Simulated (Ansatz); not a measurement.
Ansatz (a first-principles code) run on MgNiF6 (R3, 8 atoms in the cell): self-consistent single point.

Method: PBEsol, default PAW files made with PBE (plane waves; Ansatz).

The change in words: lattice scaled by 0.98; basis.ecutrho_ratio: default → 2. Reference geometry:
```
MgNiF6
1.0
    2.41348     1.39342     4.37887
   -2.41348     1.39342     4.37887
    0.00000    -2.78685     4.37887
Mg Ni F
1 1 6
Cartesian
  0.00000   0.00000   6.61830
  0.00000   0.00000   0.00000
 -0.95670   1.32938   5.41441
  0.95670  -1.32938   7.72219
 -0.67293  -1.49321   5.41441
  0.67293   1.49321   7.72219
  1.62962   0.16383   5.41441
 -1.62962  -0.16384   7.72219
```

Reference input (self-consistent single point, DFT, PBEsol, plane waves, default PAW files made with PBE): basis.ecutwfc = 30.9 Ry; kpoints.mp_grid.grid = 5 5 5; hamiltonian.xc = pbesol; hamiltonian.pseudopotentials = {kind: paw} (the program's default PAW files); scf.occupations.method = gaussian; scf.occupations.width = 0.0073 Ry. This run's input differs from it in these lines:

Ansatz 0.2 input:
```diff
@@ -2,5 +2,5 @@
   lattice:
-    - [2.413482, 1.393424, 4.378865]
-    - [-2.413482, 1.393424, 4.378865]
-    - [0.000000, -2.786849, 4.378865]
+    - [2.365212, 1.365556, 4.291288]
+    - [-2.365212, 1.365556, 4.291288]
+    - [0.000000, -2.731112, 4.291288]
   atoms:
@@ -16,2 +16,3 @@
   ecutwfc: 30.9 Ry
+  ecutrho_ratio: 2
 kpoints:
```

The program printed (abridged):

```
SCF iter   1: F=—  HF=-12520.545895 eV  |F-HF|=—  |Δ(HF+E_count)|=         —  Δρ=1.59e-2  dr2=1.14e-1  ethr=1.77e-3  ⟨swp⟩=6.0  Hψ=3983  notcnv=0  defer=12
all-band conjugate gradients solve this SCF's bands
preconditioner: auto → Resta (q_TF=auto, 2.651 Å⁻¹)
SCF iter   2: F=—  HF=-12520.507193 eV  |F-HF|=—  |Δ(HF+E_count)|=   3.87e-2  Δρ=4.23e-3  dr2=8.91e-3  ethr=1.62e-4  ⟨swp⟩=2.0  Hψ=1902  notcnv=0  defer=67
   [... lines left out ...]
SCF iter   6: F=—  HF=-12520.506249 eV  |F-HF|=—  |Δ(HF+E_count)|=   3.22e-5  Δρ=1.09e-4  dr2=6.55e-6  ethr=1.24e-7  ⟨swp⟩=3.0  Hψ=1405  notcnv=0  defer=67
SCF iter   7: F=—  HF=-12520.506248 eV  |F-HF|=—  |Δ(HF+E_count)|=   3.45e-7  Δρ=6.24e-5  dr2=2.12e-6  ethr=9.36e-9  ⟨swp⟩=2.1  Hψ=1482  notcnv=0  defer=67
SCF iter   8: F=—  HF=-12520.506248 eV  |F-HF|=—  |Δ(HF+E_count)|=   2.10e-7  Δρ=2.78e-5  dr2=4.65e-7  ethr=3.03e-9  ⟨swp⟩=2.2  Hψ=1517  notcnv=0  defer=67
SCF iter   9: F=-12520.506248 eV  HF=-12520.506248 eV  |F-HF|=1.40e-9  |Δ(HF+E_count)|=   1.04e-8  Δρ=2.72e-6  dr2=5.29e-9  ethr=1.43e-10  ⟨swp⟩=8.7  Hψ=4417  notcnv=0
SCF 1 converged in 9 iterations: F = -12520.506248 eV  dr2 = 5.29e-9
Free energy (F): -12520.506248 eV
Internal energy: -12520.506248 eV  (E = F + TS)
E sigma→0 (E₀):  -12520.506248 eV
Fermi energy:    4.022186 eV
--- Forces (eV/Å), atoms counted from 1 ---
  atom   1  Mg     0.00000000    -0.00000000    -0.48843612
  atom   2  Ni    -0.00000000     0.00000000     0.23364396
  atom   3  F      0.36967646     0.06223487     0.25014972
  atom   4  F     -0.30026710    -0.22662149    -0.16521523
  atom   5  F     -0.23873521     0.28903177     0.25014972
  atom   6  F      0.34639352    -0.14672819    -0.16521523
  atom   7  F     -0.13094125    -0.35126664     0.25014972
  atom   8  F     -0.04612642     0.37334968    -0.16521523
--- Stress (GPa, compression-positive) ---
        8.582357       0.000000      -0.000000
   [... lines left out ...]
       -0.000000       0.000000       8.525928
  P = ⅓ Tr σ = 8.5635 GPa (85.635 kbar)
  The stress holds the Pulay correction, which leaves out the density cutoff's part. Without it, at fixed plane waves, as pw.x and ABINIT print it …
settings of this run that can trade accuracy for cost: basis.ecutrho_ratio < 4. Do not mix this run's numbers with those of runs without the same settings …
```

The run converged in 9 iterations. Against the reference run the free energy goes up by 7.5 meV/atom, the pressure goes from -0.64 to 8.56 GPa, the largest force goes from 0.387 to 0.488 eV/Å and the gap on the mesh goes from 1.398 to 1.582 eV. The full log also holds: “WARN basis.ecutrho_ratio = 2 (ecutrho = 840.8318350010292 eV) is below the records' recommended cutoff”.

The starting cell comes from a database of computed structures (which also holds hypothetical and non-ambient phases and stackings), without a prior relaxation at this level. Its lattice was rescaled by up to half a per cent. One atom was moved a little off its site on purpose. For this run, on top of that: lattice scaled by 0.98. Ansatz's pressure includes its estimate of the finite-basis (Pulay) stress. Without the estimate this run gives 7.61 GPa. The cutoff lies below the one recommended for these files.
